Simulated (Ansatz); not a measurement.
## Effect of uniaxial strain ε_xx = +0.50 % on Os

Start from Os in the hcp (Mg type) structure (space group P6_3/mmc, No. 194; a = 2.754 Å, c = 4.347 Å; relaxed with 0.1 eV smearing). Axes: x lies along a and z along c of the hexagonal cell.

The change: uniaxial strain ε_xx = +0.50 %, all other strain components held at zero, atoms relaxed at fixed cell.

The values are results of PBE (Ansatz, an electronic-structure program, PAW, no SOC), not measurements. Γ-centred 24×24×13 mesh, Fermi–Dirac width 0.1 eV.

- Shortest interatomic distance = 2.694 Å (base 2.693 Å)
- Energy relative to the base (free energy F) = +0.8 meV/atom
- Pressure (mean of the normal stresses, compression positive) = -1.9 GPa (base 0.0 GPa)
- Band gap = zero (base zero)
- Stress (xx, yy, zz, yz, xz, xy; compression positive) = (-3.6, -1.1, -1.1, 0.0, 0.0, 0.0) GPa

Cost of the whole job for the changed cell (relaxation, final SCF and bands): about 90 core-seconds (a rough figure).

Whether these cells are dynamically stable was not tested. All final runs are without spin polarisation.
